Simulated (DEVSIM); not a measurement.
System: illuminated Si n-on-p cell, one wavelength, at 300 K.

```
layer (left to right)  material  thickness (μm)  Nd (cm⁻³)  Na (cm⁻³)  τn (s)  τp (s)  absorption coefficient (cm⁻¹)
---------------------  --------  --------------  ---------  ---------  ------  ------  -----------------------------
1                            Si          0.0840     1.5e18          -  4.6e-8  6.8e-9                            220
2                            Si            49.0          -       3e16    2e-7    2e-7                            220
```

Left contact: ohmic, minority hole recombination velocity 2e5 cm/s. Right contact: ohmic, minority electron recombination velocity 3000 cm/s. Voltage is applied to the left contact. Recombination: SRH at mid-gap, radiative, Auger. Light enters at the left, 1.6e18 photons cm⁻² s⁻¹, one pass, no reflection. Mobility is μmin + (μ − μmin)/(1 + (N/Nref)^α).

The device is made up for the run: typed textbook-type constants, with dimensions and the other settings drawn at random. Values at 300 K.

| parameter | Si |
|---|---|
| gap (eV) | 1.124 |
| affinity (eV) | 4.05 |
| permittivity | 11.7 |
| Nc (cm⁻³) | 2.86e19 |
| Nv (cm⁻³) | 3.1e19 |
| μn (cm²/Vs) | 1417 |
| μp (cm²/Vs) | 470 |
| μn,min | 52 |
| μp,min | 45 |
| Nref,n | 9.7e16 |
| Nref,p | 2.2e17 |
| αn | 0.68 |
| αp | 0.72 |
| B (cm³/s) | 4.7e-15 |
| Cn (cm⁶/s) | 2.8e-31 |
| Cp (cm⁶/s) | 9.9e-32 |

Model (solved in DEVSIM): 1D drift-diffusion, Boltzmann statistics, complete ionisation; no tunnelling, impact ionisation, image-force lowering or self-heating.

Question: Give the dark forward current.

Answer: 
(V (V), J (A/cm²)): (-0.05, -1.2e-8); (-0.15, -1.2e-7); (-0.25, -1.1e-6); (-0.30, -3.6e-6); (-0.40, -6.7e-5); (-0.50, -0.0023); (-0.60, -0.10); (-0.65, -0.69); (-0.75, -14); (-0.85, -85); (-0.95, -330); (-1.00, -580); (-1.10, -1400); (-1.20, -2700)
